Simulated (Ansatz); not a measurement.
Take MoS₂ in the 2H-MoS2 type structure (space group P6_3/mmc, No. 194; a = 3.1494 Å, c = 12.0915 Å; layered, stacked along the Cartesian z axis) as the base.

Structures relaxed with DFT with PBE-D3(BJ), PAW potentials and a 420 eV plane-wave cutoff in Ansatz (a first-principles code), scalar-relativistic without spin-orbit coupling, earlier PAW set.

Base:

Simulated powder pattern, Cu Kα1, λ = 1.54056 Å (kinematic, ideal powder, no thermal factors, no anomalous dispersion; the 14 strongest lines at most, above 2 %, up to 2θ = 90°):

| 2θ (°) | I/Imax (%) | hkl |
|---|---|---|
| 14.64 | 100 | (002) |
| 32.81 | 32 | (100) |
| 33.66 | 18 | (101) |
| 36.10 | 16 | (102) |
| 39.88 | 88 | (103) |
| 44.94 | 7.5 | (006) |
| 50.39 | 37 | (105) |
| 58.57 | 22 | (110) |
| 60.73 | 13 | (112) |
| 61.28 | 6.1 | (008) |
| 73.21 | 14 | (203) |
| 76.75 | 8.9 | (116) |
| 80.85 | 9.2 | (205) |
| 89.89 | 14 | (118) |

Now apply this change: a hydrostatic pressure of 3 GPa.

Problem. Predict the new powder pattern.

Solution. 
Simulated powder pattern, Cu Kα1, λ = 1.54056 Å (kinematic, ideal powder, no thermal factors, no anomalous dispersion; the 14 strongest lines at most, above 2 %, up to 2θ = 90°):

```csv
2θ (°),d (Å),I/Imax (%),hkl
15.12,5.856,98,(002)
33.09,2.705,35,(100)
33.99,2.636,21,(101)
36.56,2.456,16,(102)
40.54,2.223,100,(103)
46.48,1.952,9.2,(006)
51.57,1.771,35,(105)
58.24,1.583,6.9,(106)
59.10,1.562,24,(110)
61.39,1.509,14,(112)
63.49,1.464,5.9,(008)
74.13,1.278,16,(203)
78.34,1.219,12,(116)
82.24,1.171,9.5,(205)
```

The indices refer to the base's conventional cell; one index is shown for lines that coincide.

Load acts through the strain it causes; cell and atoms are relaxed under it. Whether these cells are dynamically stable was not tested.
